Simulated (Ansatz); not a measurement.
LiF (model structure, started from the NiAs type, P6₃/mmc, No. 194, 4 atoms in the cell) was calculated with r²SCAN+rVV10 (plane waves, PAW; Ansatz, a first-principles code).

Numerical settings: plane-wave cutoff 560 eV, 12×12×8 k mesh (along the axes of the cell as run), Fermi–Dirac smearing 0.01 eV, scalar-relativistic PAW data made under PBE.

Cell (relaxed at this level):

```xyz
4
Lattice="2.7645 0.0000 0.0000 -1.3823 2.3942 0.0000 0.0000 0.0000 4.7640" Properties=species:S:1:pos:R:3 pbc="T T T"
Li     0.0000     0.0000     0.0000
Li     0.0000     0.0000     2.3820
F      0.0000     1.5961     1.1910
F      1.3823     0.7981     3.5730
```

Estimate the band gap that the calculation returns.


- band gap: 10.23 eV (direct)

Note: the relaxation could raise the start's symmetry but not lower it, so the cell can be a saddle point.

The computed numbers hold no vibrational or temperature effects.

A model structure was made by putting elements into a prototype or built by hand; it is no filed structure, need not be a known phase, and can be a saddle point held by its symmetry.
